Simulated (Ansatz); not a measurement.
The starting structures come from a database of crystals and need not be the phases stable at ambient conditions.

Inside the gap of an insulator the Bloch states are evanescent, with a wavenumber k + iκ along the transport direction.

Here is the system:

```yaml
crystal:
  lattice:
    - [4.93130, 0.00000, 0.00000]
    - [0.00000, 13.52997, 0.00000]
    - [2.46565, 4.50999, 1.42354]
  atoms:
    - { symbol: Mg, position: [0.00000, 0.50000, 0.00000] }
    - { symbol: Pd, position: [0.00000, 0.00000, 0.00000] }
    - { symbol: F, position: [0.34292, 0.10033, 0.94580] }
    - { symbol: F, position: [0.65708, 0.89967, 0.05420] }
    - { symbol: F, position: [0.36836, 0.75741, 0.97456] }
    - { symbol: F, position: [0.63164, 0.24259, 0.02544] }
    - { symbol: F, position: [0.28872, 0.38905, 0.07963] }
    - { symbol: F, position: [0.71128, 0.61095, 0.92037] }
```

Space group of this cell: R-3. The cell is taken as given; by PBEsol its mean pressure is 0.7 GPa.

Transport runs along the normal of the first two printed cell vectors, the (100) plane of the conventional cell.

No gap correction and no spin-orbit coupling; mid-gap values are interpolated between computed energies.

Problem. Predict the band gap and the smallest decay constant κ at mid-gap from PBEsol in Ansatz (a quantum-chemistry and plane-wave program).

Solution. Gap 1.94 eV on a 20×20×20 mesh; κ = 0.529 1/Å, at (0.000, 0.250) of the in-plane reciprocal vectors. At the zone centre, at the nearest computed energy, the slowest state has κ = 0.53 1/Å.
